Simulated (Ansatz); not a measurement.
The starting structures come from a database of crystals and need not be the phases stable at ambient conditions.

By PBEsol, the system below comes out a metal.

Without scattering a metal conducts by its projected Fermi surface.

```yaml
crystal:
  lattice:
    - [3.07159, 0.00000, 0.00000]
    - [-1.53579, 2.66007, 0.00000]
    - [0.00000, 0.00000, 18.62398]
  atoms:
    - { symbol: Ti, position: [0.66667, 0.33333, 0.37260] }
    - { symbol: Ti, position: [0.33333, 0.66667, 0.62740] }
    - { symbol: Ti, position: [0.33333, 0.66667, 0.87260] }
    - { symbol: Ti, position: [0.66667, 0.33333, 0.12740] }
    - { symbol: Ti, position: [0.00000, 0.00000, 0.50000] }
    - { symbol: Ti, position: [0.00000, 0.00000, 0.00000] }
    - { symbol: Al, position: [0.00000, 0.00000, 0.75000] }
    - { symbol: Al, position: [0.00000, 0.00000, 0.25000] }
    - { symbol: C, position: [0.33333, 0.66667, 0.43054] }
    - { symbol: C, position: [0.66667, 0.33333, 0.56946] }
    - { symbol: C, position: [0.66667, 0.33333, 0.93054] }
    - { symbol: C, position: [0.33333, 0.66667, 0.06946] }
```

The cell is taken as given; by PBEsol it stands under a pressure of -4.2 GPa.

The current flows along the normal of the first two printed cell vectors, the (001) plane of the conventional cell. No spin-orbit coupling; the value is a mean over 0.1 eV about the Fermi level.

Q: Predict the ballistic conductance per area from PBEsol in Ansatz (a first-principles code).

A: 0.17 × 10¹⁵ S/m² for both spins.
